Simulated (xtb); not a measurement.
xtb 6.7.1, GFN2-xTB: OB(O)CC[SiH](Cl)Cl, 15 atoms. The geometry is a generated start, not checked to be a minimum at this level.

```json
{
 "method": "GFN2-xTB",
 "--acc": "1 (default)",
 "--etemp (K)": "300 (default)",
 "detailed input (--input)": "none: ANC optimiser, Lindh (1995) Hessian, microcycle=20, maxdispl=1.0, hlow=0.01 (default)",
 "basis_functions": "57",
 "valence_electrons": "48"
}
```

```xyz
15

Si     2.3434     0.7959     0.3271
Cl     2.2000     2.0932    -1.2191
Cl     3.8932    -0.4527    -0.0452
C      0.7272    -0.1958     0.5320
C     -0.3743     0.1260    -0.4914
B     -1.7957    -0.5115    -0.1146
O     -2.8138    -0.6341    -1.0108
O     -2.0198    -0.9184     1.1499
H      2.6811     1.5807     1.5090
H      0.9342    -1.2663     0.4861
H      0.3182    -0.0174     1.5267
H     -0.4949     1.2107    -0.5593
H     -0.0541    -0.2011    -1.4835
H     -2.6457    -0.3378    -1.9030
H     -2.8987    -1.2713     1.2960
```

The structure is relaxed from this start with --opt LEVEL for the levels crude, sloppy, loose, lax, normal, tight, vtight, extreme, once each. Up to the end of the extreme run atoms move by at most 1.0 Å along an axis.

**Question.** Choose the cheapest level whose final energy lies within 20 meV of that of extreme.

**Answer.** tight: 69 cycles against 77, ending 0.092 meV above.

```tsv
level	cycles	energy above the extreme run (meV)	gradient norm (eV/Å)
crude	1	55	0.054
sloppy	1	55	0.054
loose	1	55	0.054
lax	1	55	0.054
normal	10	50	0.024
tight	69	0.092	0.013
vtight	76	under 0.01	0.0024
extreme	77	—	0.0014
```
